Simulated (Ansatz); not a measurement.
Consider Hf in the hcp (Mg type) structure (space group P6_3/mmc, No. 194; a = 3.117 Å, c = 4.950 Å; relaxed with 0.1 eV smearing). Axes: x lies along a and z along c of the hexagonal cell.

The values are results of LDA (Ansatz, an electronic-structure program), no SOC, not measurements.

Strains are applied to the cell and any free atomic positions relax.

One change was made to it. Results:

```json
[
 {"quantity": "pressure (mean of the normal stresses, compression positive)", "base": "0.0 GPa", "after": "-1.8 GPa"},
 {"quantity": "energy relative to the base (free energy F)", "base": "0 meV/atom", "after": "+3.0 meV/atom"}
]
```

Q: Name the change that was made.
(A) uniaxial strain ε_zz = +1.50 %
(B) uniaxial strain ε_zz = −1.00 %
(C) uniaxial strain ε_zz = +3.00 %
(D) uniaxial strain ε_zz = −2.50 %

A: A, uniaxial strain ε_zz = +1.50 %. For comparison, the energy relative to the base in the other runs: uniaxial strain ε_zz = −2.50 % gives +9.2 meV/atom; uniaxial strain ε_zz = −1.00 % gives +1.4 meV/atom; uniaxial strain ε_zz = +3.00 % gives +12 meV/atom.

No phonon test of stability was made. The final runs are not spin-polarised.
